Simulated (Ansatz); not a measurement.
The starting structures come from a database of crystals and need not be the phases stable at ambient conditions.

 Where the default PAW files enter, the runs use the earlier of Ansatz's two default sets.

Tunnelling through a barrier is set by its complex band structure: the current falls as exp(−2κd) with the smallest κ.

```
BiITe
1.0
    4.34261     0.00000     0.00000
    0.00000     6.82279     0.00000
    2.17131     0.00000     3.76081
Bi Te I
1 1 1
Direct
  0.00000   0.07929   0.00000
  0.66667   0.33134   0.66667
  0.33333   0.77006   0.33333
```

Space group of this cell: P3m1. The cell was relaxed by PBE-D3(BJ).

Transport runs along the normal of the first two printed cell vectors, the (100) plane of the conventional cell.

The gap is the functional's own. No spin-orbit coupling. Mid-gap values are interpolated on the energy grid.

Q: State the band gap and the smallest decay constant κ at mid-gap according to Ansatz (a program for electronic structure) with PBEsol.

A: Gap 1.10 eV on a 8×6×8 mesh; κ = 0.107 1/Å, at (0.125, 0.500) of the in-plane reciprocal vectors. At the zone centre, at the nearest computed energy, the slowest state has κ = 0.17 1/Å.
